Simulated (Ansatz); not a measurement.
Take KTaO3 in the cubic perovskite structure (space group Pm-3m, No. 221) as the base.

```yaml
crystal:
  lattice:
    - [3.98928, 0.00000, 0.00000]
    - [0.00000, 3.98928, 0.00000]
    - [0.00000, 0.00000, 3.98928]
  atoms:
    - { symbol: K, position: [0.00000, 0.00000, 0.00000] }
    - { symbol: Ta, position: [0.50000, 0.50000, 0.50000] }
    - { symbol: O, position: [0.00000, 0.50000, 0.50000] }
    - { symbol: O, position: [0.50000, 0.50000, 0.00000] }
    - { symbol: O, position: [0.50000, 0.00000, 0.50000] }
```

Cartesian axes are those of the cell as printed.

The values are results of r2SCAN (Ansatz, a quantum-chemistry and plane-wave program; PAW; 500 eV plane waves; no SOC), earlier PAW set, not measurements.

Strains are applied to the cell and any free atomic positions relax.

One change was made to it. Results:

The pressure (mean of the normal stresses, compression positive) grows by 1.20 GPa (0.01 GPa → 1.21 GPa); the band gap drops by 0.08 eV (2.64 eV → 2.56 eV).

Question: What was done to the base?
(A) tensor shear ε_xy = −0.40 %
(B) tensor shear ε_xz = −0.93 %
(C) strain tensor (xx, yy, zz, yz, xz, xy) = (+0.46, +0.96, −1.82, −0.02, −1.37, +0.72) %

Answer: C, strain tensor (xx, yy, zz, yz, xz, xy) = (+0.46, +0.96, −1.82, −0.02, −1.37, +0.72) %. For comparison, the band gap in the other runs: tensor shear ε_xy = −0.40 % gives 2.63 eV; tensor shear ε_xz = −0.93 % gives 2.60 eV.

With Ta present, leaving out spin-orbit coupling can change the band edges. Whether these cells are dynamically stable was not tested.
